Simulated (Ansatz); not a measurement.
Consider O vacancy in beta Ga2O3, charge state +2. Level of theory: PBE, PAW (plane waves to 420 eV; Ansatz, a first-principles code).

Settings: 120 host sites, the relaxed PBE lattice, the Γ point alone, smearing 0.01 eV, spin-restricted, no image-charge correction. Static, classical nuclei. The charge state is imposed; whether it is stable for some Fermi level was not computed. Forms of the defect that were not tried may lie lower. The start lies 0.15 eV above the lowest site run (PBE).

Barriers: single points on a 2×2×2 k-point mesh shifted by half a step at the bands' geometries (they differ from the bands' own by up to 0.05 eV, and are uncertain by about as much).

The step: a nearby O atom hops onto the vacant site (strongly reconstructed ends); the atom moves 3.02 Å along (0.16, -0.49, 0.37) of the unit cell; at the start one Ga stands off the lattice site; at the end one Ga stands and one Ga stands off the lattice site; the moving atom starts with neighbours Ga at 1.82, Ga at 1.87, Ga at 2.00 Å and ends with Ga at 1.78, Ga at 1.96, Ga at 1.99 Å.

**Question.** Estimate the migration barrier of this step that PBE, PAW returns for this input.

**Answer.** 1.56 eV forward and 0.77 eV backward. At the saddle the moving atom has neighbours Ga at 1.73, Ga at 1.92 Å. The saddle point's order was not checked.
